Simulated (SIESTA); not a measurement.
A self-consistent single point of Li2MoO3 (P1, 12 atoms in the cell) with SIESTA.

Method: GGA PBEsol+U, numerical atomic orbitals TZP, PseudoDojo PBEsol standard norm-conserving potentials (rewritten from UPF to PSML) run with SIESTA.

```xyz
12
Lattice="4.9312 0.0000 0.0000 2.2517 4.3925 0.0000 1.6803 -0.0606 4.9330" Properties=species:S:1:pos:R:3 pbc="T T T"
Li     7.7180     3.4558     4.8857
Li     1.1369     0.8432     0.0429
Li     3.5973     2.2256    -0.0151
Li     1.9701     2.1835     2.4389
Mo     4.5085     3.7102     2.4617
Mo     4.3746     0.5893     2.4706
O      6.1602     0.5818     3.6137
O      2.6811     3.7527     1.3413
O      3.7059     2.1303     3.5835
O      5.1643     2.2189     1.3568
O      2.8164     0.7674     1.1381
O      6.0404     3.5629     3.8134
```

Reference input (self-consistent single point, DFT, GGA PBEsol, numerical atomic orbitals TZP, PseudoDojo PBEsol standard norm-conserving potentials (rewritten from UPF to PSML)): XC.functional = GGA; XC.authors = PBEsol; potentials = PseudoDojo PBEsol standard; PAO.BasisSize = TZP; PAO.EnergyShift = 0.01 Ry; MeshCutoff = 350 Ry; kgrid.MonkhorstPack = 5 5 4; OccupationFunction = FD; ElectronicTemperature = 10 K; PAO.Polarization.NonPerturbative = true; MaxSCFIterations = 150; SCF.Mixer.Method = Pulay. This run's input differs from it in these lines:

```diff
@@ -46,2 +46,11 @@
 ElectronicTemperature        10 K
+DFTU.ProjectorGenerationMethod 2
+DFTU.CutoffNorm              0.9
+DFTU.FirstIteration          true
+%block DFTU.proj
+  Mo 1
+  n=4 2
+  7.00 0.00
+  0.00 0.00
+%endblock DFTU.proj
```

Output (repeated stretches shortened):

```
        iscf     Eharris(eV)        E_KS(eV)     FreeEng(eV)     dDmax    Ef(eV) dHmax(eV)
   scf:    1    -7140.331839    -7248.763938    -7248.763938  1.033571 -2.895729 23.769681
   scf:    2    -7300.185568    -7279.776474    -7279.776474  0.196785 -4.702650 10.271557
   scf:    3    -7283.474897    -7285.355149    -7285.355149  0.188303 -6.216941  1.687546
   scf:    4    -7280.828743    -7284.168611    -7284.168611  0.101212 -5.904958  4.621930
   scf:    5    -7285.353797    -7285.778508    -7285.778508  0.109193 -6.221266  0.918406
   scf:    6    -7285.136046    -7285.507649    -7285.507649  0.045960 -6.161308  2.251271
   [... lines left out ...]
hubbard_term: recalculating local occupations   25
hubbard_term: maximum change in local occup.    0.000552
   scf:   33    -7286.030670    -7286.030670    -7286.030670  0.000016 -6.687448  0.000575
hubbard_term: recalculating local occupations   26
hubbard_term: maximum change in local occup.    0.000560
   scf:   34    -7286.030650    -7286.030650    -7286.030650  0.000031 -6.687360  0.000237
hubbard_term: recalculating local occupations   27
hubbard_term: maximum change in local occup.    0.000557
   scf:   35    -7286.030655    -7286.030655    -7286.030655  0.000006 -6.687352  0.000100
SCF Convergence by DM+H criterion
max |DM_out - DM_in|         :     0.0000056750
max |H_out - H_in|      (eV) :     0.0001004277
DFT+U population converged by dTol_pop criteria:
max |pop(DFT+U)_i - pop(DFT+U)_j|:     0.0005574578
SCF cycle converged after 35 iterations

Using DM_out to compute the final energy and forces
hubbard_term: recalculating local occupations   28
hubbard_term: maximum change in local occup.    0.000557
hubbard_term: recalculating Hamiltonian and forces

siesta: E_KS(eV) =            -7286.0316

siesta: E_KS - E_eggbox =     -7286.0316

siesta: Atomic forces (eV/Ang):
     1   -0.072972    0.197414   -0.068015
     2    0.120036   -0.089296   -0.019623
     3   -0.052403   -0.198999    0.054173
     4    0.029502   -0.183679    0.108715
     5    1.863094    1.722686    0.254225
   [... lines left out ...]
siesta: FreeEng =     -7286.031569
   [... lines left out ...]
siesta:     0.020286    0.024871    0.014629
siesta:     0.024817   -0.007658   -0.015397
siesta:     0.014701   -0.015362   -0.002806

siesta: Cell volume =        106.850376 Ang**3

siesta: Pressure (static):
siesta:                Solid            Molecule  Units
siesta:          -0.00003566         -0.00008902  Ry/Bohr**3
siesta:          -0.00327394         -0.00817323  eV/Ang**3
siesta:          -5.24542654        -13.09495134  kBar
```

The run converged in 35 iterations. Against the reference run the pressure goes from -1.04 to -0.52 GPa, the largest force goes from 1.698 to 2.648 eV/Å and the gap on the mesh goes from 0.006 to 0.812 eV.

The starting cell comes from a database of computed structures (which also holds hypothetical and non-ambient phases and stackings), without a prior relaxation at this level. Its atoms were displaced at random from the sites of space group no. 2. Spin polarisation is off. The U value is a test value, and with U on an open shell several self-consistent states can exist. Values carry the incompleteness of an atom-centred basis. Forces in this geometry exceed 1 eV/Å.

Cost on one core of a shared machine: roughly 7 min.
